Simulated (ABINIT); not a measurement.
ABINIT run on TiO (P-6m2, 2 atoms in the cell): self-consistent single point.

Method of the run: PBEsol, norm-conserving pseudopotentials (PseudoDojo nc-sr-04 PBEsol standard) (plane waves; ABINIT).

The change in words: lattice scaled by 0.98. Reference geometry:
```
TiO
1.0
    2.82253     0.00000     0.00000
   -1.41126     2.44438     0.00000
    0.00000     0.00000     2.83628
Ti O
1 1
Cartesian
  1.41126   0.81479   0.00000
  0.00000   0.00000   1.41814
```

Reference input (self-consistent single point, DFT, PBEsol, plane waves, norm-conserving pseudopotentials (PseudoDojo nc-sr-04 PBEsol standard)): pseudos = [Ti.upf, O.upf]; ecut = 42 Ha; ixc = -116133; occopt = 3; tsmear = 0.00367493 Ha; ngkpt = 13 13 12; nshiftk = 1; shiftk = 0 0 0; potentials = PseudoDojo nc-sr-04 PBEsol standard; nband = 14; kptopt = 1; nstep = 80. This run's input differs from it in these lines:

```diff
@@ -5,5 +5,5 @@
 rprim
-         2.8225247963   -0.0000002027    0.0000000000
-        -1.4112622226    2.4443782778    0.0000000000
-         0.0000000000    0.0000000000    2.8362750000
+         2.7660737963    0.0000000473    0.0000000000
+        -1.3830369391    2.3954901527    0.0000000000
+         0.0000000000    0.0000000000    2.7795500000
 natom 2
```

Output (repeated stretches shortened):

```
--- !BeginCycle
solver: {iscf: 7, nstep: 80, nline: 4, wfoptalg: 0, }
tolerances: {tolvrs: 1.00E-11, }
...

     iter   Etot(hartree)      deltaE(h)  residm     vres2
 ETOT  1  -75.766680420795    -7.577E+01 4.214E-01 3.274E+02
 ETOT  2  -75.563470245603     2.032E-01 8.656E-02 1.267E+03
 ETOT  3  -75.895129397933    -3.317E-01 1.550E-02 6.929E+00
 ETOT  4  -75.896872295292    -1.743E-03 1.556E-02 4.508E-01
 ETOT  5  -75.896933753356    -6.146E-05 2.909E-03 1.413E-01
   [... 2 lines left out ...]
 ETOT  8  -75.896962697195    -7.281E-08 1.967E-04 4.356E-07
 ETOT  9  -75.896962697283    -8.880E-11 3.008E-05 4.038E-08
 ETOT 10  -75.896962697295    -1.147E-11 5.050E-05 5.306E-10
 ETOT 11  -75.896962697296    -6.253E-13 3.114E-05 1.119E-12
 At SCF step   11       vres2   =  1.12E-12 < tolvrs=  1.00E-11 =>converged.

 Cartesian components of stress tensor (hartree/bohr^3)
  sigma(1 1)= -1.88751613E-04  sigma(3 2)=  0.00000000E+00
  sigma(2 2)= -1.88751613E-04  sigma(3 1)=  0.00000000E+00
  sigma(3 3)= -1.61692511E-04  sigma(2 1)= -1.31778309E-13

 ----iterations are completed or convergence reached----

 reduced coordinates (array xred) for    2 atoms
       0.666666666700      0.333333333300      0.000000000000
       0.000000000033     -0.000000000033      0.500000000000
 cartesian forces (eV/Angstrom) at end:
    1     -0.00000000000000     0.00000000000000    -0.00000000000000
    2      0.00000000000000    -0.00000000000000    -0.00000000000000
 frms,max,avg= 1.4466540E-23 2.1699811E-23   0.000E+00  0.000E+00  0.000E+00 e/A
   [... lines left out ...]
 Fermi (or HOMO) energy (hartree) =   0.48910   Average Vxc (hartree)=  -0.49586
   [... lines left out ...]
total_energy        : -7.58969626972955E+01
total_energy_eV     : -2.06526138576421E+03
band_energy         : -6.09490648572012E+00
...

-Cartesian components of stress tensor (GPa)         [Pressure=  5.2879E+00 GPa]
- sigma(1 1)= -5.55326325E+00  sigma(3 2)=  0.00000000E+00
- sigma(2 2)= -5.55326326E+00  sigma(3 1)=  0.00000000E+00
- sigma(3 3)= -4.75715712E+00  sigma(2 1)= -3.87705105E-09

 Calculation completed.
```

The run converged in 11 iterations. Against the reference run the free energy goes down by 9.2 meV/atom and the pressure goes from -9.70 to 5.29 GPa.

The starting cell comes from a database of computed structures (which also holds hypothetical and non-ambient phases and stackings), without a prior relaxation at this level. Its lattice was rescaled by a random factor within 2.5 % of one. For this run, on top of that: lattice scaled by 0.98. Spin polarisation is off, so a magnetic state, if there is one, cannot be reached. With a pressure of about 5 GPa the cell is away from its equilibrium volume at this level.

Cost on one core of a shared machine: roughly 90 s.
